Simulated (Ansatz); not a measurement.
**A series of runs on Rb2NaSbF6 (Fm-3m, 10 atoms in the cell)**

```
Rb2NaSbF6
1.0
    0.00000     4.37700     4.37700
    4.37700     0.00000     4.37700
    4.37700     4.37700     0.00000
Rb Na Sb F
2 1 1 6
Direct
  0.25000   0.25000   0.25000
  0.75000   0.75000   0.75000
  0.50000   0.50000   0.50000
  0.00000   0.00000   0.00000
  0.74910   0.25090   0.25090
  0.25090   0.74910   0.74910
  0.25090   0.74910   0.25090
  0.74910   0.25090   0.74910
  0.25090   0.25090   0.74910
  0.74910   0.74910   0.25090
```

Base run A: Ansatz (an electronic-structure program) with PBEsol, default PAW files made with PBE, self-consistent single point.

Its settings: kpoints.mp_grid.grid = 5 5 5; hamiltonian.xc = pbesol; hamiltonian.pseudopotentials = {kind: paw} (the program's default PAW files); scf.occupations.method = cold; scf.occupations.width = 0.0073 Ry.

The starting cell was generated: these elements placed on a structure prototype, without a prior relaxation; it need not be a known phase or ordering of this composition. Spin-orbit coupling is off. Ansatz's pressure includes its estimate of the finite-basis (Pulay) stress.

A dash stands where there is no value to compare (another energy zero or no entropy term, no result, no spin, no clean gap, or a mesh too coarse for one). 

Runs:
- B: hamiltonian.dispersion: default → d3bj [PBEsol-D3BJ]
- C: hamiltonian.dispersion: default → d3bjatm [PBEsol-D3BJ-ATM]
- D: hamiltonian.dispersion: default → d4 [PBEsol-D4]

```tsv
run	pressure (GPa)	largest force (eV/Å)	gap on the mesh (eV)	dispersion energy (eV/atom)
A	1.27	0.385	4.179	–
B	-0.20	0.383	4.179	-0.145
C	-0.04	0.383	4.179	-0.137
D	0.70	0.380	4.179	-0.057
```

Run D against A: The pressure goes from 1.27 to 0.70 GPa, the largest force hardly changes (0.385 to 0.380 eV/Å) and the gap on the mesh stays at 4.179 eV.

Run B against A: The pressure goes from 1.27 to -0.20 GPa, the largest force moves little (0.385 to 0.383 eV/Å) and the gap on the mesh stays at 4.179 eV.

Left out of this page: 2 runs of the series held back from this collection.

Keys are those of Ansatz 0.2.
